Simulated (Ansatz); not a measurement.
Re: uniaxial strain ε_xx = +2.50 %

The parent structure is Re in the hcp (Mg type) structure (space group P6_3/mmc, No. 194; a = 2.752 Å, c = 4.440 Å; relaxed with 0.1 eV smearing). Axes: x lies along a and z along c of the hexagonal cell.

One thing is altered: uniaxial strain ε_xx = +2.50 %, all other strain components held at zero, atoms relaxed at fixed cell.

The values are results of PBEsol (Ansatz, a program for electronic structure, PAW, no spin-orbit coupling), not measurements. Γ-centred 24×24×13 mesh, Fermi–Dirac width 0.1 eV.

Volume per atom: 14.92 Å³ (base 14.56 Å³)
Shortest interatomic distance: 2.742 Å (base 2.730 Å)
Energy relative to the base (free energy F): +17 meV/atom
Band gap: zero (base zero)
Stress (xx, yy, zz, yz, xz, xy; compression positive): (-14.2, -6.9, -5.8, 0.0, 0.0, 0.0) GPa

Final structure:

```
CELL_PARAMETERS angstrom
      2.82069     0.00000     0.00000
     -1.41034     2.38321     0.00000
      0.00000     0.00000     4.44007
ATOMIC_POSITIONS crystal
  Re 0.66874 0.33748 0.75000
  Re 0.33126 0.66252 0.25000
```

Whether these cells are dynamically stable was not tested. The final runs are not spin-polarised.
